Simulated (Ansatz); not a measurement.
## What 1 layer does to PbF2

Consider PbF₂ in the fluorite structure (space group Fm-3m, No. 225; a = 5.9218 Å). Axes: x, y, z lie along the cube axes.

One thing is altered: a free-standing slab of 1 layer (3 atoms, 3 a layer) is cut normal to [111], with 15 Å of vacuum and the in-plane cell held at bulk.

The values are results of r2SCAN (Ansatz, a quantum-chemistry and plane-wave program), without spin-orbit coupling, earlier PAW set, not measurements. Γ-centred 9×9×1 mesh, Fermi–Dirac width 0.05 eV, for the changed cell.

| quantity | base | changed | shift |
|---|---|---|---|
| layer's space group (with vacuum) | – | P-3m1 (No. 164) | – |
| shortest interatomic distance | 256.4 pm | 254.4 pm | -2.0 pm |
| band gap | 4.94 eV | 3.97 eV | -0.97 eV |
| gap character | – | indirect, K → Γ | – |
| smallest direct gap | 5.08 eV | 4.81 eV | -0.275 eV |
| thickness between the outermost nuclei | – | 1.59 Å | – |
| change of the spacing d12 from its bulk value of 0.855 Å | – | -7.2 % | – |

With Pb present, leaving out spin-orbit coupling can change the band edges. No phonon test of stability was made. Labels are those of the standard path for the cell's own space group.
